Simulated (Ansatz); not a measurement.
Worked calculations on one periodic cell of amorphous Hf₁₈O₃₉B₂: Hf18O39B2, 59 atoms, volume 772.5 Å³, made by a melt-quench on the CHGNet potential and relaxed with DFT. O atoms were pushed apart under 1.9 Å during the dynamics, to hinder bonds among them. It is a model cell: composition and starting density were chosen by hand, and all elements were melted together. Cycles of charging were run to anneal it. Level of theory: PBE, scalar-relativistic without spin-orbit coupling (plane waves to 420 eV, PAW; Ansatz, a first-principles code). Sampling: a 2×2×2 Γ-centred mesh; Fermi-Dirac width 0.02 eV; no spin polarisation. Its volume was relaxed, its shape was free, and it stands at a mean pressure of 0.1 GPa with stress components up to 0.1 GPa; the relaxation ran on the zone centre alone. Its density went from a set 8.42 to 8.29 g/cm³. The cell is small and was quenched far faster than a real film, so it is one sample of the glass.

**Question.** Count formal charges (Hf +4, O -2, B +3). What does the count lead one to expect at the Fermi level, and what does the calculation give?

**Answer.** 18 × (+4) + 39 × (-2) + 2 × (+3) = 0. The charges balance, so the anion-derived valence states can be full and a gap can open. On this mesh the highest filled and lowest empty level lie 3.70 eV apart, the PBE gap of this cell, with a localised state at one edge or both.

Four energies for an added electron at PBE on the zone centre alone (charged cells in a uniform background, spin-polarised): neutral at the neutral geometry -305518.594 eV; charged at the neutral geometry -305503.827 eV; charged and relaxed -305504.029 eV; neutral at the charged geometry -305518.218 eV.

**Question.** Find the two relaxation energies and their sum, the reorganisation energy.

**Answer.** On charging: -305503.827 − (-305504.029) = 0.202 eV. On discharging: -305518.218 − (-305518.594) = 0.376 eV. The sum is 0.578 eV. The carrier's level spreads over 10 of the 59 atoms' worth, so it counts as partly localised, most on one Hf atom with neighbours O 1.97 Å, O 2.04 Å, O 2.08 Å, O 2.25 Å, O 2.26 Å, O 2.26 Å (neutral geometry). The values are uncorrected: the image energy of a point charge in this cell, 2.84 × 14.40 / (2 × 9.2) = 2.2 eV before screening, is screened by electrons alone at the fixed geometry and by ions too after relaxing, and the carrier can be spread before it relaxes, so each term can be off by up to that value times 1/ε∞, some tenths of an eV. PBE's self-interaction favours spread-out carriers, so a hybrid can localise more.

Four energies for a hole at PBE on the zone centre alone (charged cells in a uniform background, spin-polarised): neutral at the neutral geometry -305518.594 eV; charged at the neutral geometry -305529.456 eV; charged and relaxed -305529.869 eV; neutral at the charged geometry -305517.729 eV.

**Question.** Find the two relaxation energies and their sum, the reorganisation energy.

**Answer.** On charging: -305529.456 − (-305529.869) = 0.413 eV. On discharging: -305517.729 − (-305518.594) = 0.865 eV. The sum is 1.278 eV. The carrier's level spreads over 4 of the 59 atoms' worth, so it counts as localised, most on one O atom with neighbours Hf 1.95 Å, Hf 1.97 Å (neutral geometry). The values are uncorrected: the image energy of a point charge in this cell, 2.84 × 14.40 / (2 × 9.2) = 2.2 eV before screening, is screened by electrons alone at the fixed geometry and by ions too after relaxing, and the carrier can be spread before it relaxes, so each term can be off by up to that value times 1/ε∞, some tenths of an eV. PBE's self-interaction favours spread-out carriers, so a hybrid can localise more.
